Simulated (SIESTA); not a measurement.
Band structure of Cu3Sb (Pm-3m, 4 atoms in the cell).

```
CELL_PARAMETERS angstrom
      3.93904     0.00000     0.00000
      0.00000     3.93904     0.00000
      0.00000     0.00000     3.93904
ATOMIC_POSITIONS crystal
  Cu 0.50000 0.50000 0.00000
  Cu 0.00000 0.50000 0.50000
  Cu 0.50000 0.00000 0.50000
  Sb 0.00000 0.00000 0.00000
```

Level of theory: GGA PBEsol, numerical atomic orbitals DZP, PseudoDojo PBEsol standard norm-conserving potentials (rewritten from UPF to PSML) run with SIESTA 5.4.2.

Settings: XC.functional = GGA; XC.authors = PBEsol; potentials = PseudoDojo PBEsol standard; PAO.BasisSize = DZP; PAO.EnergyShift = 0.01 Ry; MeshCutoff = 300 Ry; kgrid.MonkhorstPack = 8 8 8; OccupationFunction = MP; OccupationMPOrder = 0; ElectronicTemperature = 0.05 eV; MaxSCFIterations = 150; SCF.Mixer.Method = Pulay; SCF.Mixer.Weight = 0.25; SCF.Mixer.History = 8.

The starting cell comes from a database of computed structures (which also holds hypothetical and non-ambient phases and stackings), without a prior relaxation at this level. Its lattice was rescaled by a random factor within 2.5 % of one. Spin-orbit coupling is off. Spin polarisation is off. Values carry the incompleteness of an atom-centred basis. The run gives no clean gap (levels at the Fermi energy touch, overlap or are partly filled at this smearing), which alone does not show that the compound is a metal.

Levels in eV from the Fermi level, bands 33 to 38:
```tsv
point	33	34	35	36	37	38
Γ	-2.21	-2.01	-2.01	-2.01	0.46	3.52
X	-2.32	-2.01	0.87	0.87	1.64	3.26
M	-2.58	-2.51	-1.63	-1.63	2.43	3.82
R	-2.15	-2.15	-2.15	-1.89	-1.20	0.93
```

Bands cross the Fermi level along this path, so the cell is metallic at this level.

Higher empty bands are left out: an atom-centred basis made for the valence describes them poorly.
